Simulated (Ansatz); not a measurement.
Take BeSe in the zinc blende structure (space group F-43m, No. 216; a = 5.082 Å) as the base. Axes: x, y, z lie along the cube axes.

Method: LDA (Ansatz, a quantum-chemistry and plane-wave program; PAW; 420 eV plane waves; no spin-orbit coupling).

For the base:

| Item | Value |
|---|---|
| Smallest direct gap | 4.43 eV |

It is then changed as follows: compressive biaxial strain of 2.08 % in the plane normal to [111], as in epitaxy on a mismatched substrate; the out-of-plane cell vector and the atoms relax.

Task: How does this affect the smallest direct gap and in-plane stress?

Result: The smallest direct gap shrinks by 0.14 eV, from 4.43 eV to 4.29 eV; the mean in-plane stress (compression positive) comes out as +4.5 GPa.

Stability against distortions was not tested.
